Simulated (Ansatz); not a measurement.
Consider TiC in the rock salt structure (space group Fm-3m, No. 225; relaxed with 0.1 eV smearing).

```xyz
2
Lattice="0.0000 2.1639 2.1639 2.1639 0.0000 2.1639 2.1639 2.1639 0.0000" Properties=species:S:1:pos:R:3 pbc="T T T"
C      0.0000     0.0000     0.0000
Ti     2.1639     2.1639     2.1639
```

Cartesian axes are those of the cell as printed.

Calculations: r2SCAN (Ansatz, an electronic-structure program), no spin-orbit coupling.

Base values:

Shortest interatomic distance: 2.164 Å
Band gap: zero

Now apply this change: uniaxial strain ε_yy = −0.51 %, all other strain components held at zero; the atoms relax in the strained cell.

Question: Predict the new energy relative to the base, stress, shortest interatomic distance and band gap.

Answer: The energy rises by 0.4 meV/atom; the stress (xx, yy, zz, yz, xz, xy; compression positive) comes out as (0.7, 2.8, 0.7, 0.0, 0.0, 0.0) GPa; the shortest interatomic distance drops by 0.011 Å to 2.153 Å; the band gap remains zero.

No phonon test of stability was made. The final runs are not spin-polarised.
